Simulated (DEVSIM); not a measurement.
Device: Au/SiO2/n-Ge capacitor, at 250 K.

Layer 1 from the left is SiO2, thickness (nm) 1.30. Layer 2 from the left is Ge, thickness (nm) 1100, Nd (cm⁻³) 6.2e17.

Metal gate on the left, work function 5.1 eV. Fixed charge at the semiconductor interface 2.9e11 cm⁻² (in units of +e); no interface traps.

This is a model device: material constants are rounded textbook-type values typed into the input, and sizes, dopings and lifetimes were drawn at random. Values at 300 K; Nc and Nv go as T^1.5, mobilities as T to minus their exponent, the gap by Varshni's rule with the affinity fixed.

SiO2: gap (eV) 9, affinity (eV) 0.9, permittivity 3.9. Ge: gap (eV) 0.664, affinity (eV) 4, permittivity 16, Nc (cm⁻³) 1.04e19, Nv (cm⁻³) 6e18, Varshni α (eV/K) 0.000477, Varshni β (K) 235.

Task: Estimate by hand the flat-band voltage, the threshold voltage, and compare with a numerical solution.

Result: 
- Flat-band voltage: C = 2.66 μF/cm², work-function difference 1.045 V; VFB = φms − qNf/C = 1.03 V; numerical 1.03 V.
- Threshold voltage: φF = 0.292 V, depletion charge √(4εqNφF) = 4.06e-7 C/cm²; VT = VFB − 2φF − Qd/C = 0.29 V; numerical 0.29 V.

DEVSIM, 1D Poisson equation in equilibrium, Boltzmann statistics, complete ionisation; no quantum confinement or tunnelling. Metal contacts follow the ideal Schottky-Mott rule: no Fermi-level pinning, no interface dipoles.
